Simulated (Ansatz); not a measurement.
Consider SiO2 in the CdI2 type structure (space group P-3m1, No. 164; a = 2.670 Å, c = 4.509 Å; a hypothetical phase, not in the database extracts checked; layered, stacked along the Cartesian z axis).

Modification: hydrostatic tension (pressure −2 GPa).

Levels (all Ansatz, a program for electronic structure, PAW, earlier PAW set): PBEsol-D3(BJ) (420 eV, no spin-orbit coupling); r2SCAN (500 eV, spin-orbit coupling left out); HSE06 (420 eV, no spin-orbit coupling); PBEsol+SOC (420 eV, with spin-orbit coupling); HSE06+SOC (420 eV, noncollinear with spin-orbit coupling).

One geometry, relaxed with PBEsol-D3(BJ), under each level:

| level | band gap | lowest conduction level above the VBM at special points | electron mass |
|---|---|---|---|
| PBEsol-D3(BJ) | 6.34 eV | Γ 6.34 eV; A 7.21 eV; M 7.88 eV; L 7.95 eV | 0.90 mₑ along c, 0.42 mₑ across (at Γ) |
| r2SCAN | 7.25 eV | Γ 7.25 eV; A 8.22 eV; M 8.99 eV; L 9.05 eV | 0.74 mₑ along c, 0.38 mₑ across (at Γ) |
| HSE06 | 8.38 eV | Γ 8.38 eV; A 9.37 eV; M 10.03 eV | – |
| PBEsol+SOC | 6.34 eV | Γ 6.34 eV; A 7.21 eV; M 7.88 eV; L 7.95 eV | 0.90 mₑ along c, 0.42 mₑ across (at Γ) |
| HSE06+SOC | 8.38 eV | Γ 8.38 eV; A 9.37 eV; M 10.03 eV | – |

Single points use the geometry relaxed with PBEsol-D3(BJ). Their cutoffs differ, which shifts pressures a little. HSE06 was sampled on its mesh, a few special points and the semilocal edge points, so its gap is an upper bound. Differences between runs with and without spin-orbit coupling are approximate. Load acts through the strain it causes; cell and atoms are relaxed under it. Masses are band curvatures over ±0.01 Å⁻¹ around the edge. Stability against distortions was not tested.
